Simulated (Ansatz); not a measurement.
System: PbSnS2 (within 0.1 Å of Cc, No. 9, 8 atoms in the cell; start mp-1218961). Method: PBEsol (Ansatz, a program for electronic structure, plane waves, PAW).

Numerical settings: plane-wave cutoff 520 eV, 8×8×4 k mesh (along the axes of the cell as run), Fermi–Dirac smearing 0.01 eV, scalar-relativistic PAW data made under PBE.

Cell (relaxed with PBE-D3(BJ)):

Space group Cc (No. 9); a = 5.8555 Å, b = 5.8687 Å, c = 11.6797 Å, α = 90.00°, β = 101.36°, γ = 90.00°

```csv
atom,site,symmetry,x,y,z
Sn,4a,1,0.2724,0.0745,0.8737
Pb,4a,1,0.2091,0.4166,0.1154
S,4a,1,0.3045,0.3848,0.3602
S,4a,1,0.2137,0.1045,0.6507
```
(The calculation used a cell of 8 atoms; values per cell refer to that cell.)

Task: Estimate the band gap, smallest direct gap on the k points sampled and direct gap at Γ that the calculation returns.

Result: 
- band gap = 0.80 eV
- smallest direct gap on the k points sampled = 0.95 eV
- direct gap at Γ = 1.40 eV

Note: cell and atoms aren't relaxed at this level (pressure -0.9 GPa).

Spin–orbit coupling is not included; with these elements it can move the gap by several tenths of an eV or more.

A start named mp-… is a Materials Project structure, which need not be a measured phase.
